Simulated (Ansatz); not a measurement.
Defect: Al-vacancy pair (Al on one host Cu site, one Cu site vacant) in fcc Cu, neutral cell. Method: PBE, PAW (plane waves to 420 eV; Ansatz, a first-principles code).

Settings: 32 host sites, the relaxed PBE lattice, a 2×2×2 k-point mesh shifted by half a step, smearing 0.10 eV, spin-restricted, no image-charge correction. Energies are static. Forms of the defect that were not tried may lie lower. The order of the sites in energy changes with the mesh.

Barriers: single points on a 4×4×4 k-point mesh shifted by half a step at the bands' geometries (they differ from the bands' own by up to 0.16 eV, and are uncertain by about as much).

The step: Al and the vacancy change places (Al-vacancy distance between ideal sites 2.57 Å throughout). Atoms about the jump, Cartesian Å from the middle of the jump, before and after:

| atom | x0 | y0 | z0 | x1 | y1 | z1 |
|---|---|---|---|---|---|---|
| Al1 | 0.00 | -0.87 | -0.87 | 0.00 | 0.87 | 0.87 |
| Cu2 | -1.81 | -0.89 | 0.91 | -1.81 | -0.91 | 0.89 |
| Cu3 | 1.81 | -0.89 | 0.92 | 1.81 | -0.92 | 0.89 |
| Cu4 | -1.81 | 0.92 | -0.89 | -1.81 | 0.89 | -0.92 |
| Cu5 | 1.81 | 0.92 | -0.89 | 1.81 | 0.89 | -0.92 |
| Cu6 | 0.00 | 0.92 | -2.72 | 0.00 | 0.88 | -2.70 |
| Cu7 | 0.00 | 2.70 | -0.88 | 0.00 | 2.72 | -0.92 |
| Cu8 | 0.00 | -2.72 | 0.92 | 0.00 | -2.70 | 0.88 |
| Cu9 | 0.00 | -0.88 | 2.70 | 0.00 | -0.92 | 2.72 |
| Cu10 | -1.81 | -2.73 | -0.90 | -1.80 | -2.71 | -0.91 |
| Cu11 | 1.81 | -0.90 | -2.73 | 1.80 | -0.91 | -2.71 |
| Cu12 | 1.81 | -2.73 | -0.90 | 1.80 | -2.71 | -0.91 |
| Cu13 | -1.81 | -0.90 | -2.73 | -1.80 | -0.91 | -2.71 |
| Cu14 | -1.80 | 0.91 | 2.71 | -1.81 | 0.90 | 2.73 |
| Cu15 | 1.80 | 2.71 | 0.91 | 1.81 | 2.73 | 0.90 |
| Cu16 | 1.80 | 0.91 | 2.71 | 1.81 | 0.90 | 2.73 |
| Cu17 | -1.80 | 2.71 | 0.91 | -1.81 | 2.73 | 0.90 |

**Question.** Predict the transition state.

**Answer.** 
| atom | x | y | z |
|---|---|---|---|
| Al1 | 0.00 | 0.00 | -0.01 |
| Cu2 | -1.98 | -0.94 | 0.93 |
| Cu3 | 1.98 | -0.94 | 0.93 |
| Cu4 | -1.98 | 0.94 | -0.95 |
| Cu5 | 1.98 | 0.94 | -0.95 |
| Cu6 | 0.00 | 0.86 | -2.65 |
| Cu7 | 0.00 | 2.64 | -0.88 |
| Cu8 | 0.00 | -2.65 | 0.86 |
| Cu9 | 0.00 | -0.87 | 2.64 |
| Cu10 | -1.76 | -2.71 | -0.92 |
| Cu11 | 1.76 | -0.91 | -2.72 |
| Cu12 | 1.76 | -2.71 | -0.91 |
| Cu13 | -1.76 | -0.91 | -2.72 |
| Cu14 | -1.76 | 0.90 | 2.70 |
| Cu15 | 1.76 | 2.71 | 0.89 |
| Cu16 | 1.76 | 0.90 | 2.70 |
| Cu17 | -1.76 | 2.71 | 0.90 |
It lies 0.59 eV above the start and 0.59 eV above the end. The saddle point's order was not checked, and it lies on a symmetry element of the cell, where a band can be held.
